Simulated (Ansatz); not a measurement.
**Habitual settings against a tight run: YMgAg (P-62m, 9 atoms in the cell)**

Self-consistent single point.

```
CELL_PARAMETERS angstrom
      7.55525     0.00000     0.00000
     -3.77763     6.54304     0.00000
      0.00000     0.00000     3.96245
ATOMIC_POSITIONS crystal
  Y  0.41303 0.41303 0.50000
  Y  0.00000 0.58697 0.50000
  Y  0.58697 0.00000 0.50000
  Mg 0.75333 0.75333 0.00000
  Mg 0.00000 0.24667 0.00000
  Mg 0.24667 0.00000 0.00000
  Ag 0.66667 0.33333 0.00000
  Ag 0.33333 0.66667 0.00000
  Ag 0.00000 0.00000 0.50000
```

Computed with r2SCAN, PAW files made with PBE (plane waves; Ansatz, an electronic-structure program).

Base settings: basis.ecutwfc = 36.7 Ry; kpoints.mp_grid.grid = 3 3 5; hamiltonian.xc = r2scan; hamiltonian.pseudopotentials = {kind: paw} (the program's default PAW files); scf.occupations.method = fermi_dirac; scf.occupations.width = 0.0073 Ry.

Tight run (finer mesh or higher cutoff; not a proven limit): basis.ecutwfc: 36.7 Ry → 51.4 Ry; kpoints.mp_grid.grid: 3 3 5 → 5 5 7; scf.convergence.dr2_threshold: default (1e-07 eV) → 1e-09 eV. It gave Fermi level (on the code's own zero) 11.55 eV; pressure 5.56 GPa; largest force (vector length) 0.028 eV/Å.

Quick runs, as changes from the base:
- A: the base itself
- B: basis.ecutwfc: 36.7 Ry → 30.9 Ry; kpoints.mp_grid.grid: 3 3 5 → 4 4 4; hamiltonian.xc: r2scan → lda [LDA (PW92)]

Dashes: count of B, another kind of functional, whose work the count does not hold.

† marks runs with another functional, U, potentials or spin treatment: their distance from the tight run is not a convergence error alone.

The count of work is k-points × plane waves × bands × iterations; it is no time. 

Pressures in the table are Ansatz's without its Pulay estimate, at a fixed set of plane waves; the tight run's value above holds the estimate.

The starting cell comes from a database of computed structures (which also holds hypothetical and non-ambient phases and stackings), without a prior relaxation at this level. Its lattice was rescaled by a random factor within 2.5 % of one. In the base run, with a pressure of about 6 GPa the cell is away from its equilibrium volume at this level. The cutoff lies below the one recommended for these files.

```csv
run,pressure less tight (GPa),largest miss in a force vector (eV/Å),count of work / tight
A,-0.01,0.081,0.20
B†,-5.23,0.078,–
```

Left out of this page: 1 run of the series outside the window shown, repeating another row's setting, or not comparable; 3 runs of the series with a known weakness of the program.

Keys are those of Ansatz 0.2.
